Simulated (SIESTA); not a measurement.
A self-consistent single point of FeO (R3m, 4 atoms in the cell) with SIESTA.

Method: GGA PBEsol, numerical atomic orbitals DZP, PseudoDojo PBEsol standard norm-conserving potentials (rewritten from UPF to PSML) (SIESTA).

```xyz
4
Lattice="4.3170 2.1585 2.1585 2.1585 4.3170 2.1585 2.1585 2.1585 4.3170" Properties=species:S:1:pos:R:3 pbc="T T T"
Fe     0.0289     0.0289     0.0289
Fe     4.3170     4.3170     4.3170
O      2.1585     2.1585     2.1585
O      6.4755     6.4755     6.4755
```
Moments meant for the start (each program seeds them in its own way; μB, in the order of the atoms Fe Fe O O): 4.0 -4.0 0.0 0.0.

Reference input (self-consistent single point, DFT, GGA PBEsol, numerical atomic orbitals DZP, PseudoDojo PBEsol standard norm-conserving potentials (rewritten from UPF to PSML)): XC.functional = GGA; XC.authors = PBEsol; potentials = PseudoDojo PBEsol standard; PAO.BasisSize = DZP; PAO.EnergyShift = 0.005 Ry; MeshCutoff = 300 Ry; kgrid.MonkhorstPack = 4 4 4; OccupationFunction = FD; ElectronicTemperature = 116.05 K; Spin = polarized; DM.InitSpin = [1 +4.00, 2 -4.00, 3 +0.00, 4 +0.00]; MaxSCFIterations = 150. This run's input differs from it in these lines:

```diff
@@ -30,5 +30,5 @@
 %block kgrid.MonkhorstPack
-    4   0   0  0.0
-    0   4   0  0.0
-    0   0   4  0.0
+    2   0   0  0.0
+    0   2   0  0.0
+    0   0   2  0.0
 %endblock kgrid.MonkhorstPack
```

Log, with long lists cut:

```
        iscf     Eharris(eV)        E_KS(eV)     FreeEng(eV)     dDmax    Ef(eV) dHmax(eV)
   scf:    1    -7677.353563    -7700.139459    -7700.139459  1.207113 -2.236074 10.700424
     spin moment: {S} , |S| = {        0.0        0.0    0.00000 }     0.00000
   scf:    2    -7709.566080    -7705.230515    -7705.230515  0.081876 -2.801872  7.186901
     spin moment: {S} , |S| = {        0.0        0.0    0.00000 }     0.00000
   scf:    3    -7707.674056    -7709.017276    -7709.021365  0.153187 -4.008932  1.971830
     spin moment: {S} , |S| = {        0.0        0.0   -0.01238 }    -0.01238
   [... lines left out ...]
     spin moment: {S} , |S| = {        0.0        0.0    0.00152 }     0.00152
   scf:  148    -7709.324689    -7709.324695    -7709.328885  0.000299 -3.858172  0.011498
     spin moment: {S} , |S| = {        0.0        0.0    0.00157 }     0.00157
   scf:  149    -7709.324645    -7709.324669    -7709.328886  0.001454 -3.858156  0.012765
     spin moment: {S} , |S| = {        0.0        0.0    0.00187 }     0.00187
   scf:  150    -7709.325122    -7709.324844    -7709.328837  0.009687 -3.858010  0.032600
     spin moment: {S} , |S| = {        0.0        0.0    0.00311 }     0.00311
SCF_NOT_CONV: SCF did not converge in maximum number of steps (required).
SCF_NOT_CONV: SCF did not converge in maximum number of steps (required).
Geom step, scf iteration, dDmax, dHmax:    0   150      0.009687     0.002396
Geom step, scf iteration, dDmax, dHmax:    0   150      0.009687     0.002396

ABNORMAL_TERMINATION
ABNORMAL_TERMINATION
Stopping Program from Node:    0
Stopping Program from Node:    0
```

The run ended unconverged after 150 iterations. 

The starting cell has typed, rounded lattice constants, without a prior relaxation at this level. Its lattice was rescaled by up to half a per cent. One atom was moved a little off its site on purpose. Values carry the incompleteness of an atom-centred basis.

Cost on one core of a shared machine: roughly 10 min.
